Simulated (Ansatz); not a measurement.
End structure of the (322) surface of bcc Nb in its 1x1 cell, outermost plane spacing 0.40 Å in the ideal cut:

```xyz
27
Lattice="4.6823 0.0000 0.0000 -2.3412 9.6528 0.0000 0.0000 0.0000 26.5000" Properties=species:S:1:pos:R:3 pbc="T T T"
Nb     2.3433     6.5857     8.3464
Nb     2.3422     3.8822     8.6185
Nb     2.3422     1.0722     9.0338
Nb     0.0014     7.8376     9.2939
Nb     0.0013     5.1155     9.6709
Nb     0.0010     2.2664    10.0384
Nb     2.3424     9.0049    10.3443
Nb     2.3426     6.1744    10.9237
Nb     2.3421     3.3582    11.2261
Nb     2.3417     0.5558    11.6126
Nb     0.0008     7.3809    12.0753
Nb     0.0007     4.5209    12.5079
Nb     0.0001     1.6690    12.8383
Nb     2.3412     8.5172    13.2500
Nb     2.3410     5.7126    13.6617
Nb     2.3405     2.8607    13.9921
Nb     2.3403     0.0007    14.4247
Nb    -0.0005     6.8258    14.8874
Nb    -0.0009     4.0234    15.2739
Nb    -0.0014     1.2072    15.5763
Nb     2.3399     8.0295    16.1557
Nb     2.3401     5.1152    16.4616
Nb     2.3398     2.2661    16.8291
Nb    -0.0014     9.1968    17.2061
Nb    -0.0010     6.3094    17.4662
Nb    -0.0010     3.4994    17.8815
Nb    -0.0021     0.7959    18.1536
```

Slab: 27 atoms, 10.4 Å thick at the start (thin: gaps and levels are the slab's own); k 8x4x1, smearing 0.1 eV, dipole-corrected; single point; on the structure that PBE left under its start's symmetry; no spin, no spin-orbit, no U.

### Question
What is the computed surface energy (mean of both faces) (r2SCAN, at the PBE geometry (Ansatz, a program for electronic structure))?

### Answer
2.53 J/m^2

### Question
What work function of the top face does r2SCAN, at the PBE geometry give?

### Answer
3.77 eV
